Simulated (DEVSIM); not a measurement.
System: CdS/CdTe n-p heterojunction, at 300 K.

Layer 1 from the left is CdS, thickness (μm) 0.530, Nd (cm⁻³) 1.3e16, τn (s) 6.2e-10, τp (s) 6.2e-10. Layer 2 from the left is CdTe, thickness (μm) 0.170, Na (cm⁻³) 4.3e17, τn (s) 6.2e-10, τp (s) 6.2e-10.

Left contact: ohmic. Right contact: ohmic. Voltage is applied to the left contact. Recombination: SRH at mid-gap, Auger. Mobility is μmin + (μ − μmin)/(1 + (N/Nref)^α).

Constants are typed, rounded textbook-type inputs, not results; the design itself was drawn at random and stands for no fabricated device. Values at 300 K.

CdS: gap (eV) 2.4, affinity (eV) 4.3, permittivity 9, Nc (cm⁻³) 2.2e18, Nv (cm⁻³) 1.8e19, μn (cm²/Vs) 300, μp (cm²/Vs) 25, μn,min 30, μp,min 3, Nref,n 1e17, Nref,p 1e17, αn 0.6, αp 0.6, Cn (cm⁶/s) 1e-30, Cp (cm⁶/s) 1e-30. CdTe: gap (eV) 1.5, affinity (eV) 4.28, permittivity 10.2, Nc (cm⁻³) 8e17, Nv (cm⁻³) 1.8e19, μn (cm²/Vs) 1000, μp (cm²/Vs) 80, μn,min 100, μp,min 10, Nref,n 1e17, Nref,p 1e17, αn 0.6, αp 0.6, Cn (cm⁶/s) 1e-30, Cp (cm⁶/s) 1e-30.

DEVSIM, 1D drift-diffusion, Boltzmann statistics, complete ionisation; no tunnelling, impact ionisation, image-force lowering or self-heating. Band offsets follow the typed affinities; no thermionic-emission limit at abrupt steps, no polarisation charge.

Task: What does the simulation give for the dark forward voltage at 100 A/cm², the dark forward voltage at 1 A/cm²?

Result: dark forward voltage at 100 A/cm² 1.245 V; dark forward voltage at 1 A/cm² 1.114 V.
